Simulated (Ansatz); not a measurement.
Consider Cu3N (space group Pm-3m, No. 221; a = 3.765 Å). Axes: x, y, z lie along the cube axes.

Level of theory: PBEsol/PAW in Ansatz (a quantum-chemistry and plane-wave program), without spin-orbit coupling.

Before the change:

The shortest interatomic distance comes out as 1.882 Å.

Modification: biaxial strain +2.00 %, plane normal [111], relaxed out of plane (Cartesian); in-plane vectors clamped, the third vector and the atoms free.

What happens to the shortest interatomic distance?

The shortest interatomic distance rises by 0.007 Å to 1.889 Å.

What happens to the energy relative to the base?

The energy goes up by 3.1 meV/atom.

Whether these cells are dynamically stable was not tested. All final runs are without spin polarisation.
